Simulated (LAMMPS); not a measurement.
MD of Ni (fcc) at zero pressure, 4000 atoms, as a crystal; each row is its own run.

Level of theory: classical MD, pair style eam, the elements' _smf7.eam files (smf7); code LAMMPS.

```
T (K)  volume (Å³/atom)
-----  ----------------
200              10.992
300              11.038
780              11.273
1040             11.415
1300             11.573
1810             11.952
2070             12.209
```

### Question
Fit a straight line, y = a + b x, to these rows (x is the first column, y the second) and predict the run at x = 1560.

### Answer
Least squares gives a = 10.813 and b = 0.0006347. At x = 1560 the fit predicts 11.803 Å³/atom. The run itself gave 11.7525 ± 0.0006 Å³/atom, so the fit is 0.43 % high.

Caution (row 2070): this crystal lies over the melting point of about 1810 K that EAM-type smf7 gives, so it is superheated.
